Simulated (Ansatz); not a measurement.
The starting structures come from a database of crystals and need not be the phases stable at ambient conditions.

Given:

```
BaTiO3
1.0
    3.98333     0.00000     0.00000
    0.00000     5.72519     0.00000
    0.00000     2.86259     2.87534
Ba Ti O
1 1 3
Direct
  0.00000   0.99659   0.00682
  0.50000   0.48150   0.03700
  0.50000   0.02157   0.46978
  0.50000   0.50865   0.46978
  0.00000   0.51180   0.97640
```

Space group of this cell: Amm2. The cell is taken as given; by r2SCAN its mean pressure is -1.8 GPa.

Computed with r2SCAN (plane waves, PAW; Ansatz, an electronic-structure program).

The current runs along the normal of the first two printed vectors; no spin-orbit coupling. Scaled by the factor s: the length along the current (ions clamped). The meshes follow the cell: 8×12×12 and 8×6 across at s = 0.97, 8×10×10 and 8×6 across at s = 1.00, 8×10×10 and 8×6 across at s = 1.03.

```tsv
s	mean pressure (GPa)	band gap (eV)
0.97	3.5	?
1.00	-1.8	2.56
1.03	-6.2	2.42
```

Q: Take the slope of the band gap against ln s from the two given rows, extrapolate to s = 0.97, and say what the run there gives.

A: Slope = (2.42 − 2.56) / ln 1.03 = -4.74 eV. The line gives 2.56 + (-4.74) × ln 0.97 = 2.70 eV. The run gives 2.65 eV, 0.05 eV under the line, 38 % of the predicted step.
